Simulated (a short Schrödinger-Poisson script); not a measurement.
Structure: gated In0.52Al0.48As/In0.53Ga0.47As δ-doped gas in a quantum well, at 300 K.

```csv
layer,material,thickness (nm),Na (cm⁻³)
1,In0.52Al0.48As,10,-
2,In0.52Al0.48As,10,-
3,In0.53Ga0.47As,6,-
4,In0.52Al0.48As,4000,2e14
```

The device is made up for the run: typed textbook-type constants, with dimensions and the other settings drawn at random. In0.52Al0.48As: permittivity 12.5, conduction-band edge (eV) 0.52, gap (eV) 1.45, electron mass (mₑ) 0.075, Nv at 300 K (cm⁻³) 1.1e19. In0.53Ga0.47As: permittivity 13.9, conduction-band edge (eV) 0, gap (eV) 0.74, Nv at 300 K (cm⁻³) 7.7e18.

Channel valleys (confinement mass, in-plane density-of-states mass, number): Γ 0.041, 0.041, 1. At the gate the conduction-band edge of layer 1 lies 0.85 eV − eVg above the Fermi level of the channel; the field vanishes at the back. Sheet of ionised δ-doping: +5.4e12 e/cm² at 10 nm from the gate. The barrier under the gate holds no holes. Gaps are held at their typed values at every temperature. Mesh 0.08 nm at interfaces.

Solved with a short Schrödinger-Poisson script written for these runs: 1D Poisson equation in equilibrium, electrons quantum, Hartree (BenDaniel-Duke, 40 states a valley, the channel's in-plane mass for all, wave functions free to enter the barrier), parabolic valleys, classical holes, full ionisation, no traps, pinning or gate leakage.

Q: List the lowest subbands of each valley and their electrons at Vg = 0.4 V.

A: 
```csv
valley,subband,energy from the Fermi level (meV),electrons (cm⁻²),share (%)
Γ,0,-114.2,1.96e12,97.5
Γ,1,56.0,4.81e10,2.4
Γ,2,159.0,9.43e8,0.0
```

All electrons: 2.01e12 cm⁻².
